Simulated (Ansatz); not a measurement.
Where the default PAW files enter, the runs use the earlier of Ansatz's two default sets.

The decay constant κ of evanescent states in the gap governs leakage through a thin film.

Input:

```
CSi
1.0
    3.01716     0.00000     0.00000
    0.00000     3.01716     0.00000
    1.50858     1.50858     2.13346
Si C
1 1
Cartesian
  3.01716   1.50858   1.06673
  0.00000   0.00000   0.00000
```

Space group of this cell: F-43m, zinc blende. The cell is strained (all lengths scaled by 0.98); by r2SCAN its mean pressure is 16.0 GPa.

Transport runs along the normal of the first two printed cell vectors, the (001) plane of the conventional cell.

The gap is the functional's own, uncorrected, and κ follows it; spin-orbit coupling is left out. Mid-gap means the computed energy nearest the middle.

Problem. State the band gap and the smallest decay constant κ at mid-gap according to r2SCAN run with Ansatz (a first-principles code).

Solution. Gap 1.67 eV on a 14×14×14 mesh; κ = 0.204 1/Å, at (0.500, 0.500) of the in-plane reciprocal vectors. At the zone centre the slowest state has κ = 0.27 1/Å.
